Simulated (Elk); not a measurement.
Input and output of a self-consistent single point for SrAlSi (P-6m2, 3 atoms in the cell) (Elk).

Level of theory: LDA (PW92), all-electron FP-LAPW, Elk's shipped species files, APW+lo basis with extra local orbitals (Elk).

```xyz
3
Lattice="4.2498 0.0000 0.0000 -2.1249 3.6804 0.0000 0.0000 0.0000 4.7795" Properties=species:S:1:pos:R:3 pbc="T T T"
Sr     0.0000     0.0000     0.0000
Al     2.1249     1.2268     2.3897
Si     0.0000     2.4536     2.3897
```

Reference input (self-consistent single point, DFT, PBEsol, all-electron FP-LAPW, Elk's shipped species files, APW+lo basis with extra local orbitals): xctype = 22; rgkmax = 7.5; stype = 0; swidth = 0.00367493 Ha; ngridk = 6 6 5; gmaxvr = 14 1/bohr; nxlo = 2; lorbcnd = true; rmtscf = 0.99; lmaxi = 2; maxscl = 100. This run's input differs from it in these lines:

```diff
@@ -2,5 +2,2 @@
   0
-
-xctype
-  22
```

The program printed (abridged):

```
│ Self-consistent loop started │
│ Loop number : 1 │
 total energy                :     -3710.51032758
│ Loop number : 2 │
 total energy                :     -3710.49328144
RMS change in Kohn-Sham potential (target) :   0.6930643811E-01 (  0.1000000000E-05)
Absolute change in total energy (target)   :   0.1704613729E-01 (  0.1000000000E-03)
│ Loop number : 3 │
 total energy                :     -3710.28987426
RMS change in Kohn-Sham potential (target) :   0.6262460660E-01 (  0.1000000000E-05)
Absolute change in total energy (target)   :   0.2076687170     (  0.1000000000E-03)
│ Loop number : 4 │
   [... lines left out ...]
Absolute change in total energy (target)   :   0.4220899459E-03 (  0.1000000000E-03)
│ Loop number : 12 │
 total energy                :     -3707.19287256
RMS change in Kohn-Sham potential (target) :   0.1060922071E-05 (  0.1000000000E-05)
Absolute change in total energy (target)   :   0.1697117486E-03 (  0.1000000000E-03)
│ Loop number : 13 │
 total energy                :     -3707.19284083
RMS change in Kohn-Sham potential (target) :   0.3289733502E-06 (  0.1000000000E-05)
Absolute change in total energy (target)   :   0.7415852042E-04 (  0.1000000000E-03)
Convergence targets achieved

│ Loop number : 14 │

Energies :
 Fermi                       :     0.206163450053
 total energy                :     -3707.19283562

Density of states at Fermi energy :    81.14613730
 (states/Hartree/unit cell)

Estimated indirect band gap :   0.1033899013E-02
 from k-point     19 to k-point     10
Estimated direct band gap   :   0.2692213369E-01
 at k-point     14

Charges :
 core                        :    42.00000000
 valence                     :    23.00000000
 interstitial                :    5.647667353
 muffin-tins (core leakage)
  species :    1 (Sr)
   atom    1                 :    35.95785691     (  0.3380836091E-04)
  species :    2 (Al)
   atom    1                 :    11.22996386     (  0.5635504926E-03)
  species :    3 (Si)
   atom    1                 :    12.16451188     (  0.1533900147E-02)
 total in muffin-tins        :    59.35233265
 total calculated charge     :    64.99024405
 total charge                :    65.00000000
 error                       :   0.9755951694E-02

│ Self-consistent loop stopped │
```

The run converged in 14 iterations. The count includes the last loop, which Elk runs after its targets are met. 

The starting cell comes from a database of computed structures (which also holds hypothetical and non-ambient phases and stackings), without a prior relaxation at this level. Values depend on the basis (sphere radii, cutoffs, local orbitals), which need not be converged. The log's line on a gap gives a spacing of levels on this mesh, which the program prints for metals too.

Cost on one core of a shared machine: roughly 50 s.
